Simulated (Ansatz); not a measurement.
System: InGa3N4 (P3m1, No. 156, 8 atoms in the cell; start mp-1223879). Method: r²SCAN0 in Ansatz (plane waves, PAW).

Run with plane-wave cutoff 520 eV, 9×9×2 k mesh (along the axes of the cell as run), Fermi–Dirac smearing 0.01 eV, scalar-relativistic PAW data made under PBE.

Cell (relaxed with PBEsol):

Ga₃InN₄ has the trigonal space group P3m1 (No. 156), Pearson symbol hP8. Lattice parameters: a = b = 3.264 Å, c = 10.713 Å, α = β = 90.00°, γ = 120.00°. In on 1a sees 4 N at 2.079–2.169 Å (tetrahedral). Ga1 on 1c is surrounded by 4 N at 1.923–1.982 Å (tetrahedral). Ga2 on 1c sees 4 N at 1.949–1.982 Å (tetrahedral). Ga3 on 1a sees 4 N at 1.948–1.983 Å (tetrahedral). N1 on 1c has 1 Ga at 1.923 Å and 3 In at 2.079 Å (tetrahedral). N2 on 1c sees 4 Ga at 1.949–1.983 Å (tetrahedral). N3 on 1a sees 4 Ga at 1.948–1.982 Å (tetrahedral). N4 on 1a sees 3 Ga at 1.982 Å and 1 In at 2.169 Å (tetrahedral). (Neighbours: up to the widest gap in distance over summed covalent radii, below 1.35, at either atom; cation-cation and far metal-metal contacts left out.)

### Question
Estimate the band gap that the calculation returns.

### Answer

- band gap = 2.77 eV (on the SCF k mesh)

Note: cell and atoms aren't relaxed at this level (largest force component 0.24 eV/Å, pressure -3.3 GPa).

Spin–orbit coupling is not included.

The computed numbers hold no vibrational or temperature effects.

A start named mp-… is a Materials Project structure, which need not be a measured phase.

Ansatz is a program for electronic structure.
